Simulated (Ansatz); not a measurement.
**Ge3N4 (P31c, No. 159, 28 atoms in the cell; start mp-672289)**

All values below come from LDA (plane waves, PAW; Ansatz, a quantum-chemistry and plane-wave program).

Settings: plane-wave cutoff 520 eV, 6×6×6 k mesh, Fermi–Dirac smearing 0.01 eV, scalar-relativistic PAW data made under PBE.

Cell (relaxed at this level):

```xyz
28
Lattice="8.1650 0.0000 0.0000 -4.0825 7.0711 0.0000 0.0000 0.0000 5.9034" Properties=species:S:1:pos:R:3 pbc="T T T"
Ge     0.3363     1.7912     0.1411
Ge     2.3631     6.4668     0.1411
Ge    -2.6995     5.8842     0.1411
Ge     1.3830     1.1869     3.0928
Ge     4.4188     5.2799     3.0928
Ge     6.4456     0.6043     3.0928
Ge     1.6610     4.0437     4.2907
Ge    -0.2500     6.4877     4.2907
Ge    -1.4111     3.6107     4.2907
Ge     2.6714     3.4604     1.3390
Ge     5.7435     3.0274     1.3390
Ge     3.8325     0.5834     1.3390
N      1.4809     7.0423     4.5455
N     -2.7568     4.8324     4.5455
N      1.2759     2.2674     4.5455
N      5.3584     4.8036     1.5938
N      5.5634     0.0288     1.5938
N      1.3257     2.2387     1.5938
N      2.3232     4.6441     5.8963
N     -1.1010     6.7610     5.8963
N     -1.2222     2.7371     5.8963
N      2.8603     4.3340     2.9446
N      6.4057     2.4270     2.9446
N      2.9815     0.3101     2.9446
N      0.0000     0.0000     0.1482
N      0.0000     0.0000     3.1000
N      4.0825     2.3570     0.9826
N      0.0000     4.7141     3.9343
```

* **band gap**: 2.47 eV (indirect)
* **smallest direct gap on the k points sampled**: 2.52 eV

Spin–orbit coupling is not included.

Computed values are for the static lattice.

Computing time: about 7 core-minutes (a rough figure).

A start named mp-… is a Materials Project structure, which need not be a measured phase.
